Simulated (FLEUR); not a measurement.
Input and output of a self-consistent single point for Ti₃Al (P6_3/mmc, 8 atoms in the cell) (FLEUR).

Computed with FLEUR with PBE, all-electron FLAPW (FLEUR), scalar-relativistic valence.

The change in words: lattice scaled by 0.98. Reference geometry:
```
CELL_PARAMETERS angstrom
      5.62527     0.00000     0.00000
     -2.81264     4.87163     0.00000
      0.00000     0.00000     4.53192
ATOMIC_POSITIONS crystal
  Ti 0.82990 0.65980 0.25000
  Ti 0.17010 0.34020 0.75000
  Ti 0.17010 0.82990 0.75000
  Ti 0.82990 0.17010 0.25000
  Ti 0.34020 0.17010 0.25000
  Ti 0.65980 0.82990 0.75000
  Al 0.33333 0.66667 0.25000
  Al 0.66667 0.33333 0.75000
```

Reference input (self-consistent single point, DFT, PBE, all-electron FLAPW (FLEUR), scalar-relativistic valence): Kmax = 4.1 1/bohr; GmaxXC = 12.3 1/bohr; xcFunctional = pbe; jspins = 1; l_soc = F; mode = hist; fermiSmearingEnergy = 0.00367493 Htr; mesh (inpgen div1-3) = 5 5 5; inpgen gamma flag = false; Gmax = 12.3 1/bohr; numbands = 0; maxIterBroyd = 40. This run's input differs from it in these lines:

```diff
@@ -3,5 +3,5 @@
 &input film=f /
-10.6302270317 0.0000000474 0.0000000000
--5.3151135569 9.2060466337 0.0000000000
-0.0000000000 0.0000000000 8.5640857290
+10.4176225082 -0.0000002195 0.0000000000
+-5.2088110640 9.0219258488 0.0000000000
+0.0000000000 0.0000000000 8.3928047325
 1.0
@@ -49,5 +49,5 @@
          <bravaisMatrix>
-            <row-1>   10.6302270317000005     0.0000000474000000     0.0000000000000000</row-1>
-            <row-2>   -5.3151135569000001     9.2060466336999998     0.0000000000000000</row-2>
-            <row-3>    0.0000000000000000     0.0000000000000000     8.5640857290000003</row-3>
+            <row-1>   10.4176225081999991    -0.0000002195000000     0.0000000000000000</row-1>
+            <row-2>   -5.2088110639999998     9.0219258488000005     0.0000000000000000</row-2>
+            <row-3>    0.0000000000000000     0.0000000000000000     8.3928047325000001</row-3>
          </bravaisMatrix>
```

Output, abridged:

```
 Iteration:     1   Distance:       7.56761814 me/bohr^3
 Iteration:     2   Distance:       6.82769075 me/bohr^3
 Iteration:     3   Distance:       3.08296662 me/bohr^3
 Iteration:     4   Distance:       1.82259592 me/bohr^3
 Iteration:     5   Distance:       1.01013902 me/bohr^3
   [... 7 lines left out ...]
 Iteration:    13   Distance:       0.00012428 me/bohr^3
 Iteration:    14   Distance:       0.00005793 me/bohr^3
 Iteration:    15   Distance:       0.00004608 me/bohr^3
 Iteration:    16   Distance:       0.00000234 me/bohr^3
 Reset of history
 Run finished successfully
 Stop message:
   Structural relaxation: new displacements generated

[file out, last iteration]
             iter=     17
[...]
          total density-effective poten   -8.8916238619E+03
          total charge density-energy d   -2.9092245024E+02
 Updated energy parameters for spin:           1
[...]
 fermi energy and band-weighting factors:

[...]
FERMIE:
          first approx. to ef    (T=0)  :   0.377970 htr   (energy of the highest occ. eigenvalue)
          number of occ. states  (T=0)  :        585
          first approx. to seigv (T=0)  : -40.713507 htr
          sum of weights of occ. states :  39.000000
          sum of semicore charge        :   0.000000 e
FERHIS:  Fermi-Energy by histogram:
          bandgap                     :   0.001018 htr
   [... lines left out ...]
          charge neutrality (T=0)     :   0.000000    (zero if the highest occ. eigenvalue is "entirely" occupied)
     EF_NEWTON:  Adjust Fermi-Energy by Newton-Method.
 Direct bandgap for spin            1 :    8.2017602575280568E-003  Htr
 ---->    free energy=                     -5608.6046626839 htr
   [... lines left out ...]
      extrapolation for T->0
 ---->    total electron energy=           -5608.6012046025 htr
 ***** TOTAL FORCES ON ATOMS *****
 TOTAL FORCE FOR ATOM TYPE=  1  X=  0.000   Y= -3.069   Z=  2.098
                       FX_TOT= 0.000000 FY_TOT= 0.001069 FZ_TOT= 0.000000
 TOTAL FORCE FOR ATOM TYPE=  2  X=  5.209   Y= -3.007   Z=  2.098
                       FX_TOT= 0.000000 FY_TOT= 0.000000 FZ_TOT= 0.000000
```

The run converged in 16 iterations. FLEUR gives forces in its relaxation mode, with a further iteration, so its stop message speaks of a relaxation. Against the reference run the free energy rises by 85.3 meV/atom.

The starting cell comes from a database of computed structures (which also holds hypothetical and non-ambient phases and stackings), without a prior relaxation at this level. Its lattice was rescaled by a random factor within 2.5 % of one. For this run, on top of that: lattice scaled by 0.98. Spin polarisation is off. Values depend on the basis (sphere radii, cutoffs, local orbitals), which need not be converged. The log's line on a gap gives a spacing of levels on this mesh, which the program prints for metals too.

Cost on one core of a shared machine: roughly 4 min.
